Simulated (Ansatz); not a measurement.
Band structure of Ru (P6_3/mmc, 2 atoms in the cell).

```
Ru
1.0
    2.75576     0.00000     0.00000
   -1.37788     2.38656     0.00000
    0.00000     0.00000     4.34365
Ru
2
Direct
  0.33333   0.66667   0.25000
  0.66667   0.33333   0.75000
```

Level of theory: PBE, PAW files (plane waves; Ansatz, a program for electronic structure).

Settings: basis.ecutwfc = 30.9 Ry; kpoints.mp_grid.grid = 18 18 10; hamiltonian.xc = pbe; hamiltonian.pseudopotentials = {kind: paw} (an earlier, softer set of the program's PAW files); scf.occupations.method = gaussian; scf.occupations.width = 0.0073 Ry; kpoints.band_path.npoints = 8.

The starting cell comes from a database of computed structures (which also holds hypothetical and non-ambient phases and stackings), without a prior relaxation at this level. Its lattice was rescaled by a random factor within 2.5 % of one. Spin polarisation is off.

Levels in eV from the Fermi level, bands 13 to 19:
```tsv
point	13	14	15	16	17	18	19
Γ	-2.20	-1.76	-1.76	-1.31	-1.31	1.10	1.10
M	-1.91	-1.71	-1.40	1.29	1.68	1.78	3.80
K	-2.64	-2.64	-0.98	0.95	0.95	1.36	6.66
A	-2.57	-2.57	-2.53	-2.53	0.50	0.50	0.50
L	-0.99	-0.99	0.42	0.42	1.53	1.53	3.21
H	-2.54	-2.54	-1.08	-1.08	1.13	1.13	7.99
```

Bands cross the Fermi level along this path, so the cell is metallic at this level.

Keys are those of Ansatz 0.2.
